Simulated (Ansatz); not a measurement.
Band structure of Li3YSb2 (P-3m1, 6 atoms in the cell).

```
CELL_PARAMETERS angstrom
      4.53148     0.00000     0.00000
     -2.26574     3.92438     0.00000
      0.00000     0.00000     7.18739
ATOMIC_POSITIONS crystal
  Li 0.33333 0.66667 0.65101
  Li 0.66667 0.33333 0.34899
  Li 0.00000 0.00000 0.50000
  Y  0.00000 0.00000 0.00000
  Sb 0.33333 0.66667 0.24925
  Sb 0.66667 0.33333 0.75075
```

Method: PBEsol, PAW files made with PBE (plane waves; Ansatz, a first-principles code).

Settings: kpoints.mp_grid.grid = 6 6 3; hamiltonian.xc = pbesol; hamiltonian.pseudopotentials = {kind: paw} (the program's default PAW files); scf.occupations.method = fermi_dirac; scf.occupations.width = 0.136 eV; kpoints.band_path.npoints = 8.

The starting cell comes from a database of computed structures (which also holds hypothetical and non-ambient phases and stackings), without a prior relaxation at this level. Spin-orbit coupling is off.

Levels in eV from the Fermi level, bands 22 to 29:
| point | 22 | 23 | 24 | 25 | 26 | 27 | 28 | 29 |
|---|---|---|---|---|---|---|---|---|
| Γ | -1.73 | -0.10 | -0.10 | 0.27 | 1.08 | 1.21 | 1.21 | 2.51 |
| M | -2.59 | -2.21 | -2.08 | -1.70 | 0.39 | 2.46 | 2.48 | 2.68 |
| K | -3.00 | -2.34 | -2.25 | -2.25 | 1.36 | 2.43 | 2.43 | 2.66 |
| A | -1.55 | -1.55 | -0.55 | -0.55 | 0.99 | 0.99 | 1.25 | 2.67 |
| L | -2.39 | -2.24 | -1.19 | -0.90 | 0.01 | 1.83 | 2.23 | 2.49 |
| H | -3.38 | -3.22 | -1.48 | -1.48 | 1.54 | 1.54 | 1.60 | 3.71 |

Bands cross the Fermi level along this path, so the cell is metallic at this level.

Keys are those of Ansatz 0.2.
